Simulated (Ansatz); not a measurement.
Take GaP in the zinc blende structure (space group F-43m, No. 216; a = 5.451 Å) as the base. Axes: x, y, z lie along the cube axes.

Level of theory: r2SCAN, PAW, 500 eV (Ansatz, an electronic-structure program; scalar-relativistic without spin-orbit coupling).

Strains are applied to the cell and any free atomic positions relax; under biaxial strain the out-of-plane vector relaxes too.

One change was made to it. Results:

The pressure (mean of the normal stresses, compression positive) goes from zero to -3.13 GPa; the band gap falls by 0.43 eV, from 1.85 eV to 1.42 eV.

**Question.** What was done to the base?
(A) biaxial strain +1.67 %, plane normal [111], relaxed out of plane
(B) biaxial strain +1.25 %, plane normal [111], relaxed out of plane
(C) biaxial strain +2.50 %, plane normal [111], relaxed out of plane
(D) biaxial strain +0.83 %, plane normal [111], relaxed out of plane

**Answer.** C, biaxial strain +2.50 %, plane normal [111], relaxed out of plane. For comparison, the band gap in the other runs: biaxial strain +0.83 %, plane normal [111], relaxed out of plane gives 1.80 eV; biaxial strain +1.67 %, plane normal [111], relaxed out of plane gives 1.61 eV; biaxial strain +1.25 %, plane normal [111], relaxed out of plane gives 1.71 eV.

Whether these cells are dynamically stable was not tested.
